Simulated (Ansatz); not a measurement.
The starting structures come from a database of crystals and need not be the phases stable at ambient conditions.

 Where the default PAW files enter, the runs use the earlier of Ansatz's two default sets.

Input:

```yaml
crystal:
  lattice:
    - [5.46189, 0.00000, 0.00000]
    - [0.04326, 5.46172, 0.00000]
    - [-0.04326, -0.04292, 5.46155]
  atoms:
    - { symbol: Cs, position: [0.00160, 0.00160, 0.99840] }
    - { symbol: Ge, position: [0.48447, 0.48447, 0.51553] }
    - { symbol: Cl, position: [0.50330, 0.05136, 0.49671] }
    - { symbol: Cl, position: [0.50330, 0.50330, 0.94864] }
    - { symbol: Cl, position: [0.05136, 0.50330, 0.49671] }
```

Space group of this cell: R3m. The cell is taken as given.

Transport runs along the normal of the first two printed cell vectors, the (101) plane of the conventional cell.

No gap correction and no spin-orbit coupling; mid-gap values are interpolated between computed energies.

Task: Give the band gap and the smallest decay constant κ at mid-gap that r2SCAN run with Ansatz (a program for electronic structure) yields.

Result: Gap 2.41 eV on a 6×6×6 mesh; κ = 0.172 1/Å, at (0.500, 0.500) of the in-plane reciprocal vectors. At the zone centre, at the nearest computed energy, the slowest state has κ = 0.24 1/Å.
